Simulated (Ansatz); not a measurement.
Take PbTe in the rock salt structure (space group Fm-3m, No. 225; a = 6.534 Å) as the base. Axes: x, y, z lie along the cube axes.

Perturbation: a pure shear with ε_xy = ε_yx = 0.0029, atoms relaxed at fixed cell.

Computed with r2SCAN (Ansatz, a quantum-chemistry and plane-wave program, PAW, no SOC).

Q: Give the band edges at the high-symmetry points of the new zone, measured from its valence-band maximum.

A: 
```tsv
point	valence edge (eV)	conduction edge (eV)
Γ	-1.35	4.29
X	-2.75	3.72
F₂	-2.03	3.80
Σ₀	-2.03	3.80
Y₀	-2.05	3.86
U₀	-2.05	3.86
R	-0.03	1.06
W	-0.40	1.92
S	0.00	1.09
T	-2.78	3.72
```

The gap is 1.06 eV, indirect, S → R.

Spin-orbit coupling, missing from the scalar runs, can matter with Pb and Te. The cells carry an imposed strain or load. Stability against distortions was not tested. Labels are those of the standard path for the cell's own space group.
